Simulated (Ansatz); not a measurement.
## Effect of isotropic strain −0.50 % on Lu

The parent structure is Lu in the hcp (Mg type) structure (space group P6_3/mmc, No. 194; a = 3.4432 Å, c = 5.3669 Å; relaxed with 0.1 eV smearing).

Now apply this change: every lattice vector is shortened by 0.50 %; the atoms relax in the strained cell.

Computed with PBEsol (Ansatz, a first-principles code), scalar-relativistic without spin-orbit coupling. k-mesh 19×19×11 (Γ-centred); smearing 0.1 eV (Fermi–Dirac).

The volume per atom falls by 0.41 Å³, from 27.55 Å³ to 27.14 Å³ and the space group stays P6_3/mmc (No. 194). The energy grows by 1.0 meV/atom and the pressure (mean of the normal stresses, compression positive) goes from zero to 0.8 GPa. The band gap is still zero.

Whether these cells are dynamically stable was not tested.
